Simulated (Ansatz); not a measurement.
**Ru: element substitutions**

The parent structure is Ru in the hcp (Mg type) structure (space group P6_3/mmc, No. 194; a = 2.706 Å, c = 4.262 Å).

Each row replaces one element on all its sites; cell and atoms are relaxed.

Level of theory: DFT with r2SCAN, PAW potentials and a 500 eV plane-wave cutoff in Ansatz (a first-principles code), no SOC, earlier PAW set.

Candidates:
(a) Ru → Os
(b) Ru → Si
(c) Ru → Mo
(d) Ru → Re

For the base:

- Shortest interatomic distance: 2.642 Å

**Question.** Order them by shortest interatomic distance, highest first.

**Answer.** (d) Ru → Re (2.741 Å), (c) Ru → Mo (2.737 Å), (a) Ru → Os (2.676 Å), (b) Ru → Si (2.644 Å)

Whether these cells are dynamically stable was not tested. For Si and Mo in this form, whether it has been made was not checked. All final runs are without spin polarisation. This is not the structure that Si has at room temperature and ambient pressure. This is not the structure that Mo has at room temperature and ambient pressure.
